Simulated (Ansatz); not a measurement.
```yaml
crystal:
  lattice:
    - [0.00000, 1.80760, 1.74650]
    - [1.80760, 0.00000, 1.74650]
    - [1.80760, 1.80760, 0.00000]
  atoms:
    - { symbol: Cu, position: [0.00000, 0.00000, 0.00000] }
```

Level of theory: PBEsol, rigid bands (plane waves, PAW, scalar-relativistic; Ansatz, a program for electronic structure). Condition of this run: biaxial stress xx = yy = -2 GPa (compression positive) (the target of the relaxation). How the cell was made: cell and atoms relaxed with PBEsol, then loaded as said.

Question: Predict the product ρ₀λ of resistivity and mean free path that follows from the Fermi surface's area.

Answer: 6.5 ×10⁻¹⁶ Ω·m².

Question: And the Drude plasma energy and the root-mean-square Fermi velocity at 300 K?

Answer: 9.0 eV; 1.1e6 m/s.

A metal at this level (no band gap); rigid bands, thermally averaged at 300 K, both spins. Spin-orbit coupling is left out. τ is one relaxation time for all states; the product of resistivity and mean free path takes one path for all states instead.
